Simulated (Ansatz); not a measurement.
Take MgSe in the rock salt structure (space group Fm-3m, No. 225; a = 5.508 Å) as the base.

The values are results of DFT with PBE, PAW potentials and a 420 eV plane-wave cutoff in Ansatz (a program for electronic structure), spin-orbit coupling left out, earlier PAW set, not measurements.

Base values:

| Quantity | Value |
|---|---|
| Valley order | X along ⟨100⟩ 1.77 eV; Γ 2.40 eV |
| Hole mass | 0.16, 0.82, 0.82 mₑ (at Γ) |

Perturbation: a hydrostatic pressure of 10 GPa.

Task: What does the calculation give for the valley order and hole mass after the change?

Result: The valley order (the lowest conduction-band minima on the path, energy above the VBM, named in the base's zone) goes from X along ⟨100⟩ 1.77 eV; Γ 2.40 eV to X along ⟨100⟩ 1.98 eV; Γ 3.30 eV; the hole mass (degenerate bands, along [100]) becomes 0.19, 0.71, 0.71 mₑ (at Γ) (base: 0.16, 0.82, 0.82 mₑ (at Γ)).

The levels and masses belong to the bands next to the band gap. Load acts through the strain it causes; cell and atoms are relaxed under it. Masses are band curvatures over ±0.01 Å⁻¹ around the edge. Whether these cells are dynamically stable was not tested. Competing high-pressure phases were not computed.
